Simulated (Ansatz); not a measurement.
# Hypothetical R3m MgInGaO4: response to strain

Base system: MgInGaO₄ (space group R3m, No. 160; a hypothetical phase, not in the database extracts checked).

```
CELL_PARAMETERS angstrom
      1.67187     0.96525     8.43314
     -1.67187     0.96525     8.43314
      0.00000    -1.93051     8.43314
ATOMIC_POSITIONS crystal
  In 0.99797 0.99797 0.99797
  Ga 0.21237 0.21237 0.21237
  Mg 0.78448 0.78448 0.78448
  O  0.13509 0.13509 0.13509
  O  0.87603 0.87603 0.87603
  O  0.28857 0.28857 0.28857
  O  0.70549 0.70549 0.70549
```

Cartesian axes are those of the cell as printed.

Strains are applied to the cell and any free atomic positions relax; under biaxial strain the out-of-plane vector relaxes too.

The values are results of PBEsol, PAW, 420 eV (Ansatz, a quantum-chemistry and plane-wave program; no spin-orbit coupling), not measurements.

Notes on the quantities. energy relative to the base: free energy F.

```tsv
variant	band gap	energy relative to the base	volume per atom
base	2.07 eV	0 meV/atom	11.67 Å³
biaxial strain +3.36 %, plane normal [001], relaxed out of plane	1.81 eV	+20 meV/atom	12.09 Å³
isotropic strain +0.58 %	1.97 eV	?	11.87 Å³
isotropic strain +1.55 %	1.80 eV	?	12.22 Å³
```

**Question.** What belongs in the blanks?

**Answer.** 
- isotropic strain +0.58 %, energy relative to the base: +1.7 meV/atom
- isotropic strain +1.55 %, energy relative to the base: +12 meV/atom

Stability against distortions was not tested.
